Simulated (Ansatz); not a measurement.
Base system: ZrSiS (space group P4/nmm, No. 129).

```
CELL_PARAMETERS angstrom
      3.51888     0.00000     0.00000
      0.00000     3.51888     0.00000
      0.00000     0.00000     8.02866
ATOMIC_POSITIONS crystal
  Zr 0.00000 0.50000 0.72908
  Zr 0.50000 0.00000 0.27092
  Si 0.00000 0.00000 0.00000
  Si 0.50000 0.50000 0.00000
  S  0.50000 0.00000 0.62056
  S  0.00000 0.50000 0.37944
```

Level of theory: PBEsol (Ansatz, a first-principles code), no SOC.

Base values:

- Lattice parameter a: 3.519 Å

Perturbation: hydrostatic tension (pressure −1 GPa).

What happens to the lattice parameter a?

The lattice parameter a increases by 0.008 Å, from 3.519 Å to 3.527 Å.

Load acts through the strain it causes; cell and atoms are relaxed under it. Whether these cells are dynamically stable was not tested. All final runs are without spin polarisation.
